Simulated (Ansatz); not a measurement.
For ZrAl3 (I4/mmm, No. 139), rVV10 in Ansatz (PAW) gives:

```
Quantity                           Value
------------------------------  --------
equilibrium lattice constant a   4.016 Å
c axis length                   17.324 Å
```

### Question
What does HSE06 (Ansatz, a quantum-chemistry and plane-wave program, PAW) give for the same quantities?

### Answer

- lattice constant a: 3.998 Å (falls by 0.4 %)
- lattice parameter c: 17.254 Å (shrinks by 0.4 %)

Changes are worked out from the printed values.

Unless a cell is named, each level is at its own relaxed cell (rVV10 17.46, HSE06 17.24 Å³/atom).

Ansatz's density-functional and Hartree–Fock values are scalar-relativistic unless marked +SOC, with PAW data made under PBE.
